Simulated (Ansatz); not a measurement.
**What electrons 1.5×10^21 cm⁻³ does to BeSe**

Start from BeSe in the zinc blende structure (space group F-43m, No. 216; a = 5.1778 Å).

It is then changed as follows: electron doping at 1.5×10^21 cm⁻³ (0.0521 per cell), with a uniform compensating background at fixed cell and a 300 K Fermi–Dirac width.

Method: plane-wave PAW DFT at the PBE level (Ansatz, an electronic-structure program, 420 eV), spin-orbit coupling left out. k-mesh 25×25×25 (Γ-centred); smearing 0.0259 eV (Fermi–Dirac).

```tsv
quantity	base	changed	shift
gap between the host's bands	2.67 eV	2.64 eV	-0.036 eV
gap character	indirect, Γ → X	indirect, Γ → X	–
Fermi level relative to the doped band's edge (positive inside the band; to 0.05 eV)	–	+0.50 eV	–
```

Charged cell with a jellium background: band edges are those of the host's band count, energies are not comparable with the neutral cell, and many-body gap narrowing is missing. Whether these cells are dynamically stable was not tested.
